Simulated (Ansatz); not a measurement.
# Response to strain in MgS

Take MgS in the rock salt structure (space group Fm-3m, No. 225) as the base.

```yaml
crystal:
  lattice:
    - [0.00000, 2.56462, 2.56462]
    - [2.56462, 0.00000, 2.56462]
    - [2.56462, 2.56462, 0.00000]
  atoms:
    - { symbol: Mg, position: [0.00000, 0.00000, 0.00000] }
    - { symbol: S, position: [0.50000, 0.50000, 0.50000] }
```

Cartesian axes are those of the cell as printed.

Strains are applied to the cell and any free atomic positions relax; under biaxial strain the out-of-plane vector relaxes too.

Computed with LDA (Ansatz, a first-principles code, PAW, no spin-orbit coupling).

Notes on the quantities. pressure: mean of the normal stresses, compression positive.

```json
[
 {"variant": "base", "volume per atom": "16.87 Å³", "band gap": "2.65 eV", "pressure": "0.00 GPa"},
 {"variant": "biaxial strain −3.00 %, plane normal [001], relaxed out of plane", "volume per atom": "16.13 Å³", "band gap": "2.54 eV", "pressure": "4.48 GPa"},
 {"variant": "biaxial strain −2.00 %, plane normal [001], relaxed out of plane", "volume per atom": "16.38 Å³", "band gap": "2.57 eV", "pressure": "2.80 GPa"},
 {"variant": "biaxial strain −1.50 %, plane normal [001], relaxed out of plane", "volume per atom": "16.50 Å³", "band gap": "2.59 eV", "pressure": "2.03 GPa"},
 {"variant": "biaxial strain −1.00 %, plane normal [001], relaxed out of plane", "volume per atom": "16.62 Å³", "band gap": "2.61 eV", "pressure": "1.31 GPa"},
 {"variant": "biaxial strain −0.50 %, plane normal [001], relaxed out of plane", "volume per atom": "16.74 Å³", "band gap": "2.63 eV", "pressure": "0.64 GPa"},
 {"variant": "biaxial strain +0.50 %, plane normal [001], relaxed out of plane", "volume per atom": "16.99 Å³", "band gap": "2.59 eV", "pressure": "-0.60 GPa"},
 {"variant": "biaxial strain +1.00 %, plane normal [001], relaxed out of plane", "volume per atom": "17.12 Å³", "band gap": "2.54 eV", "pressure": "-1.15 GPa"},
 {"variant": "biaxial strain +1.50 %, plane normal [001], relaxed out of plane", "volume per atom": "…", "band gap": "…", "pressure": "…"},
 {"variant": "biaxial strain +2.50 %, plane normal [001], relaxed out of plane", "volume per atom": "17.50 Å³", "band gap": "2.40 eV", "pressure": "-2.62 GPa"}
]
```

Task: Complete the table.

Result: 
- biaxial strain +1.50 %, plane normal [001], relaxed out of plane, volume per atom: 17.24 Å³
- biaxial strain +1.50 %, plane normal [001], relaxed out of plane, band gap: 2.49 eV
- biaxial strain +1.50 %, plane normal [001], relaxed out of plane, pressure: -1.67 GPa

Stability against distortions was not tested.
